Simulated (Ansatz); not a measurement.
YSiNO2 (model structure, P4/mmm, No. 123, 5 atoms in the cell), treated with PBE0 (plane waves, PAW; Ansatz, a program for electronic structure).

Run with plane-wave cutoff 460 eV, 6×6×6 k mesh, Fermi–Dirac smearing 0.01 eV, scalar-relativistic PAW data made under PBE.

Cell (relaxed with PBEsol):

```cif
data_NO2SiY
_chemical_formula_sum 'Y1 Si1 N1 O2'
_space_group_name_H-M_alt 'P 1'
_space_group_IT_number 1
_cell_length_a 3.57492
_cell_length_b 3.57492
_cell_length_c 3.68497
_cell_angle_alpha 90.000
_cell_angle_beta 90.000
_cell_angle_gamma 90.000
loop_
_space_group_symop_operation_xyz
  'x, y, z'
loop_
_atom_site_label
_atom_site_type_symbol
_atom_site_fract_x
_atom_site_fract_y
_atom_site_fract_z
_atom_site_occupancy
Y1 Y 0.00000 0.00000 0.99834 1
Si1 Si 0.50000 0.50000 0.49834 1
N1 N 0.50000 0.50000 0.99834 1
O1 O 0.50000 0.00000 0.49834 1
O2 O 0.00000 0.50000 0.49834 1
```

Predict the band gap and smallest direct gap on the k points sampled.


- band gap = 3.62 eV (on the SCF k mesh)
- smallest direct gap on the k points sampled = 4.15 eV

Note: the relaxation could raise the start's symmetry but not lower it, so the cell can be a saddle point; cell and atoms aren't relaxed at this level (pressure -0.8 GPa).

Spin–orbit coupling is not included.

Cost on a shared machine: about 2.2 core-minutes (a rough figure).

A model structure was made by putting elements into a prototype or built by hand; it is no filed structure, need not be a known phase, and can be a saddle point held by its symmetry.
